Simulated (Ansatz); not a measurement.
**W_Ti (rock-salt TiC host)**

The numbers are results of PBE, PAW (plane waves to 420 eV; Ansatz, a quantum-chemistry and plane-wave program), not measurements. The supercell holds 64 host sites (2×2×2 repeats of the unit cell), with a 4×4×4 shifted k-point sampling for the final energies. The relaxation kept the symmetry of the starting site. Site at the start: the Ti site. These values are not converged in cell size to better than tenths of an eV.  Spin–orbit coupling is left out, which matters for these heavy elements, and no Hubbard U is applied to the open shells. Each state is the lowest found from its start.

Formation energies E_f are those of the neutral cell. Chemical conditions: C-rich (Δμ(Ti) = -1.66 eV, Δμ(W) = -0.29 eV, bounded by hexagonal WC; only phases computed here count, gases as isolated molecules at 0 K). Reference phases: Ti: hcp Ti, W: bcc W.

| charge | moment (μB) | point group | largest move off a lattice site (Å) | E_f, C-rich (eV) | above the lowest spin state (eV) |
|---|---|---|---|---|---|
| 0 | 0.0 | Oh | 0.01 | -0.71 | 0.00 |
| 0 | not spin-polarised | Oh | 0.01 | -0.71 | 0.00 |

Point groups are those of the whole cell at tolerances of 0.03 and 0.1 Å ("near" where only the looser one holds); none is given for unsettled states.

Starting moments that weren't kept: charge 0 began with 2 μB and ended with 0.0.

All states together cost very roughly 8 core-minutes.
